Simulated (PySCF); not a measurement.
PySCF 2.14.0, B3LYP/def2-svp, df: cyclotrisilazane (N1[SiH2]N[SiH2]N[SiH2]1), 15 atoms. The geometry is a generated start, not checked to be a minimum at this level.

| Property | Value |
|---|---|
| task | energy |
| method | b3lyp |
| basis | def2-svp |
| two-electron scheme | density fitting |
| mol.max_memory | 3000 MB |
| mf.max_cycle | 100 |
| mf.DIIS | CDIIS (default) |
| mf.diis_space | 8 (default) |
| mf.conv_tol | 1e-09 (default) |
| mf.grids.level | 3 (default) |
| basis functions | 141 |
| grid points | 187520 |

```xyz
15

Si     1.6702    -0.4327    -0.5255
N      0.5109    -1.5268     0.1398
Si    -1.1724    -1.2974     0.4391
N     -1.4408     0.3999     0.6096
Si    -0.5365     1.7200    -0.0351
N      1.0840     1.1678    -0.2641
H      1.8540    -0.6937    -1.9670
H      2.9350    -0.5912     0.2045
H      0.8250    -2.4793     0.2019
H     -1.9736    -1.8407    -0.6752
H     -1.5195    -1.9478     1.7086
H     -2.3492     0.6476     0.9635
H     -0.5282     2.8067     0.9508
H     -1.1124     2.1723    -1.3165
H      1.7536     1.8955    -0.4344
```

With the defaults (mf.diis = true, mf.diis_damp = 0, mf.damp = 0, mf.diis_start_cycle = 1, mf.init_guess = minao, mf.level_shift = 0) it converges in 11 Fock builds. One run each on 2 threads, 1 BLAS thread, with these changes:
- mf.init_guess = 1e
- mf.level_shift = 0.3 Hartree
- mf.level_shift = 0.1 Hartree
- mf.damp = 0.3, mf.diis_start_cycle = 4
- mf.init_guess = atom
- mf.diis_damp = 0.3
- mf.diis = false
- mf.init_guess = sap
- mf.init_guess = mod_huckel

Problem. Name the settings that don't reach the solution of the defaults.

Solution. No convergence: mf.diis = false (the run ends without SCF convergence in 100 cycles). The rest reach the solution of the defaults.

| setting | Fock builds | end |
|---|---|---|
| the defaults | 11 | same solution |
| mf.diis_damp = 0.3 | 11 | same solution |
| mf.init_guess = mod_huckel | 11 | same solution |
| mf.level_shift = 0.1 Hartree | 11 | same solution |
| mf.init_guess = atom | 12 | same solution |
| mf.damp = 0.3, mf.diis_start_cycle = 4 | 14 | same solution |
| mf.level_shift = 0.3 Hartree | 14 | same solution |
| mf.init_guess = sap | 14 | same solution |
| mf.init_guess = 1e | 18 | same solution |
| mf.diis = false | 101 | no convergence |
